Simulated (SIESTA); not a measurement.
Band structure of AlCo (Pm-3m, 2 atoms in the cell).

```
AlCo
1.0
    2.79515     0.00000     0.00000
    0.00000     2.79515     0.00000
    0.00000     0.00000     2.79515
Al Co
1 1
Direct
  0.00000   0.00000   0.00000
  0.50000   0.50000   0.50000
```

Method: GGA PBE, numerical atomic orbitals DZP, PseudoDojo PBE standard norm-conserving potentials (rewritten from UPF to PSML) in SIESTA.

Settings: XC.functional = GGA; XC.authors = PBE; potentials = PseudoDojo PBE standard; PAO.BasisSize = DZP; PAO.EnergyShift = 0.01 Ry; MeshCutoff = 350 Ry; kgrid.MonkhorstPack = 9 9 9; OccupationFunction = MP; OccupationMPOrder = 0; ElectronicTemperature = 3156.43 K; MaxSCFIterations = 150; SCF.Mixer.Method = Broyden; SCF.Mixer.Weight = 0.2; SCF.Mixer.History = 8.

The starting cell comes from a database of computed structures (which also holds hypothetical and non-ambient phases and stackings), without a prior relaxation at this level. Its lattice was rescaled by a random factor within 2.5 % of one. Spin polarisation is off. Values carry the incompleteness of an atom-centred basis.

Levels in eV from the Fermi level, bands 7 to 12:
```json
[
 {"point": "Γ", "7": "-3.20", "8": "-0.81", "9": "-0.81", "10": "-0.81", "11": "6.45", "12": "6.45"},
 {"point": "X", "7": "-2.41", "8": "-1.77", "9": "-1.77", "10": "-0.69", "11": "0.26", "12": "8.69"},
 {"point": "M", "7": "-2.80", "8": "-2.80", "9": "-1.56", "10": "-1.56", "11": "-0.21", "12": "2.63"},
 {"point": "R", "7": "-4.17", "8": "-0.17", "9": "-0.17", "10": "2.40", "11": "2.40", "12": "2.40"}
]
```

Bands cross the Fermi level along this path, so the cell is metallic at this level.

Higher empty bands are left out: an atom-centred basis made for the valence describes them poorly.
